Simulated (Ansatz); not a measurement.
Consider CdSe in the zinc blende structure (space group F-43m, No. 216).

```cif
data_CdSe
_chemical_formula_sum 'Se1 Cd1'
_space_group_name_H-M_alt 'P 1'
_space_group_IT_number 1
_cell_length_a 4.33691
_cell_length_b 4.33691
_cell_length_c 4.33691
_cell_angle_alpha 60.000
_cell_angle_beta 60.000
_cell_angle_gamma 60.000
loop_
_space_group_symop_operation_xyz
  'x, y, z'
loop_
_atom_site_label
_atom_site_type_symbol
_atom_site_fract_x
_atom_site_fract_y
_atom_site_fract_z
_atom_site_occupancy
Se1 Se 0.75000 0.75000 0.75000 1
Cd1 Cd 0.00000 0.00000 0.00000 1
```

Calculations: r2SCAN (Ansatz, a first-principles code; PAW; 500 eV plane waves; scalar-relativistic without spin-orbit coupling), earlier PAW set.

Base values:

| Property | Result |
|---|---|
| Electron mass | 0.093 mₑ (at Γ) |
| Width of the top valence band | 2.13 eV |

Perturbation: every lattice vector is shortened by 0.59 %, atoms relaxed at fixed cell.

**Question.** Predict the new electron mass.

**Answer.** The electron mass changes from 0.093 mₑ (at Γ) to 0.095 mₑ (at Γ).

**Question.** Predict the new width of the top valence band.

**Answer.** The width of the top valence band goes up by 0.075 eV to 2.20 eV.

**Question.** How does this affect the energy relative to the base?

**Answer.** The energy rises by 1.5 meV/atom.

The levels and masses belong to the bands next to the band gap. The cells carry an imposed strain or load. Effective masses come from finite differences of ±0.01 Å⁻¹. No phonon test of stability was made.
